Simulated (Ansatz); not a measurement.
Here is the system:

```
CsPbCl3
1.0
    5.69292     0.00000     0.00000
    0.00000     5.69292     0.00000
    0.00000     0.00000     5.69292
Cs Pb Cl
1 1 3
Cartesian
  0.00000   0.00000   0.00000
  2.84646   2.84646   2.84646
  0.00000   2.84646   2.84646
  2.84646   2.84646   0.00000
  2.84646   0.00000   2.84646
```

No spin polarisation.

Level of theory: plane-wave PAW DFT at the PBEsol level (Ansatz, a quantum-chemistry and plane-wave program, 420 eV), scalar-relativistic without spin-orbit coupling, earlier PAW set. k-mesh 6×6×6 (Γ-centred); smearing 0.05 eV (Fermi–Dirac).

Q: Predict the width of the top valence band, band gap, pressure and gap character.

A: 
```json
{
  "width_of_the_top_valence_band": "2.19 eV",
  "band_gap": "2.01 eV",
  "pressure": "-0.90 GPa",
  "gap_character": "direct at R"
}
```

Spin-orbit coupling, missing from the scalar runs, can matter with Pb. The cells carry an imposed strain or load. No phonon test of stability was made. The cell was made from CsPbCl3 in the cubic perovskite structure (space group Pm-3m, No. 221) by this change: isotropic strain +1.32 %. Many cubic perovskites are stable only at high temperature; tilts and polar distortions were not tested. This is not the structure that CsPbCl3 has at room temperature and ambient pressure.
